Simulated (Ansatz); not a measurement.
The reference is ZrS2 in the CdI2 type structure (space group P-3m1, No. 164; a = 3.578 Å, c = 5.540 Å; layered, stacked along the Cartesian z axis).

All numbers come from PBEsol-D3(BJ) in Ansatz (plane waves to 420 eV, PAW, without spin-orbit coupling).

For the base:

```
Property                        Result
-----------------------------  -------
Shortest interatomic distance  2.534 Å
Band gap                       0.29 eV
```

Perturbation: a free-standing slab of 2 layers (6 atoms, 3 a layer) is cut normal to the stacking axis, with 15 Å of vacuum and the in-plane cell relaxed.

Estimate the effect on the shortest interatomic distance, band gap and excess energy per area of both faces.

The shortest interatomic distance goes up by 0.0039 Å (2.534 Å → 2.537 Å); the band gap goes up by 0.524 eV, from 0.29 eV to 0.82 eV; the excess energy per area of both faces (slab less bulk energy over the cell's area: twice a surface energy) comes out as 0.69 J/m².

The excess energy carries the mismatch between the slab's and the bulk's meshes. Whether these cells are dynamically stable was not tested. The zero or small gap of ZrS2 can change with the level of theory.

Ansatz is an electronic-structure program.
